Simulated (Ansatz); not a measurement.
CdSe (P6_3mc), PBEsol with spin-orbit coupling, rigid bands in Ansatz (a quantum-chemistry and plane-wave program): N_v = 2.17e19 cm⁻³ at 300 K and a hole conductivity mass of 0.872 mₑ along x (a = (4.30, 0.00, 0.00) Å; b = (-2.15, 3.73, 0.00) Å; c = (0.00, 0.00, 7.02) Å).

Problem. For 1e17 holes per cm³ at 300 K, place the Fermi level, estimate the Seebeck coefficient of a parabolic band with constant τ, and give mobility and conductivity for τ = 50 fs.

Solution. The level lies k_BT ln(N_v/p) = 0.139 eV above the valence-band maximum. S ≈ +(k_B/e)[ln(N_v/p) + 5/2] = 679 μV/K, against 702 μV/K from the full bands (mean over directions). μ = eτ/m = 101 cm²/(V·s) and σ = peμ = 1.62 S/cm. τ is assumed, not computed.

Band transport and this doping are assumed; polarons and phonon drag are left out.
